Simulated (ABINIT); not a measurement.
Band structure of BN (P6_3/mmc, 4 atoms in the cell).

```yaml
crystal:
  lattice:
    - [2.47262, 0.00000, 0.00000]
    - [-1.23631, 2.14135, 0.00000]
    - [0.00000, 0.00000, 7.28384]
  atoms:
    - { symbol: B, position: [0.66667, 0.33333, 0.75000] }
    - { symbol: B, position: [0.33333, 0.66667, 0.25000] }
    - { symbol: N, position: [0.00000, 0.00000, 0.75000] }
    - { symbol: N, position: [0.00000, 0.00000, 0.25000] }
```

Level of theory: PBE, PAW (JTH v2.0 PBE PAW) (plane waves; ABINIT 10.0.3).

Settings: pseudos = [B.GGA_PBE-JTH.xml, N.GGA_PBE-JTH.xml]; ecut = 52 Ry; pawecutdg = 104 Ry; pawxcdev = 0; occopt = 3; tsmear = 0.01 eV; ngkpt = 10 10 3; nshiftk = 1; shiftk = 0 0 0; potentials = JTH v2.0 PBE PAW; kptopt = 1; nstep = 50; tolvrs1 = 1e-12.

The starting cell comes from a database of computed structures (which also holds hypothetical and non-ambient phases and stackings), without a prior relaxation at this level. Its lattice was rescaled by a random factor within 2.5 % of one.

Problem. Predict the gap along the standard path and the places of the band edges.

Solution. The gap along the path is 3.85 eV, from K to M; the smallest direct gap on it is 4.34 eV.

Levels in eV from the top of the valence band on the SCF mesh, bands 5 to 12:
| point | 5 | 6 | 7 | 8 | 9 | 10 | 11 | 12 |
|---|---|---|---|---|---|---|---|---|
| Γ | -1.40 | -1.40 | -1.39 | -1.39 | 4.65 | 9.11 | 11.77 | 11.77 |
| M | -4.31 | -4.28 | -1.38 | -0.73 | 4.02 | 5.61 | 9.68 | 10.30 |
| K | -7.32 | -7.32 | -0.39 | 0.18 | 4.59 | 4.59 | 12.93 | 12.93 |
| A | -1.39 | -1.39 | -1.39 | -1.39 | 6.54 | 6.54 | 11.80 | 11.80 |
| L | -4.30 | -4.30 | -1.07 | -1.07 | 4.70 | 4.70 | 10.05 | 10.05 |
| H | -7.33 | -7.33 | -0.12 | -0.12 | 4.63 | 4.63 | 11.71 | 11.71 |
